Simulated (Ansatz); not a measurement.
CsBeH3 (model structure, started from the KMgH3 type, Pm-3m, No. 221, 5 atoms in the cell), treated with G0W0@PBEsol+SOC (plane waves, hard PAW, contour deformation, complete-basis limit, spin–orbit shift from PBEsol; Ansatz, a quantum-chemistry and plane-wave program).

Run with largest k mesh 8×8×8 (not extrapolated in the mesh).

Cell (relaxed with PBEsol):

```yaml
crystal:
  lattice:
    - [3.88366, 0.00000, 0.00000]
    - [0.00000, 3.88366, 0.00000]
    - [0.00000, 0.00000, 3.88366]
  atoms:
    - { symbol: Cs, position: [0.00000, 0.00000, 0.00000] }
    - { symbol: Be, position: [0.50000, 0.50000, 0.50000] }
    - { symbol: H, position: [0.50000, 0.00000, 0.50000] }
    - { symbol: H, position: [0.00000, 0.50000, 0.50000] }
    - { symbol: H, position: [0.50000, 0.50000, 0.00000] }
```

Q: Give the computed band gap.

A: 
- band gap: 1.29 eV

Note: spin–orbit coupling enters as the shift of the gap found with a semilocal functional; the relaxation could raise the start's symmetry but not lower it, so the cell can be a saddle point.

Computed values are for the static lattice.

A model structure was made by putting elements into a prototype or built by hand; it is no filed structure, need not be a known phase, and can be a saddle point held by its symmetry.
